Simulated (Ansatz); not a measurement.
Functionals compared on the (22-43) surface of hcp Os in its 1x1 cell, outermost plane spacing 0.31 Å in the ideal cut, in Ansatz (plane waves, PAW). The structure was relaxed with PBE; the other rows are single points on it. Cutoff 420 eV (500 eV for r2SCAN).

Slab: 33 atoms, 10.0 Å thick at the start (thin: gaps and levels are the slab's own); k 8x4x1, smearing 0.1 eV, dipole-corrected; all atoms relaxed; no symmetry held; no spin, no spin-orbit, no U. These notes are the PBE run's.

| functional | work function of the top face (eV) | rough cost of the single point |
|---|---|---|
| PBE | 4.85 | – |
| LDA | 5.18 | around 9 core-minutes (rough) |
| PBEsol | 4.96 | around 9 core-minutes (rough) |
| RPBE | ___ | about 9 core-minutes (a rough figure) |
| r2SCAN | 4.89 | around 17 core-minutes (rough) |

Problem. Some entries are withheld; supply them.

Solution. 
- RPBE, work function of the top face (eV): 4.70

Ansatz is a first-principles code.
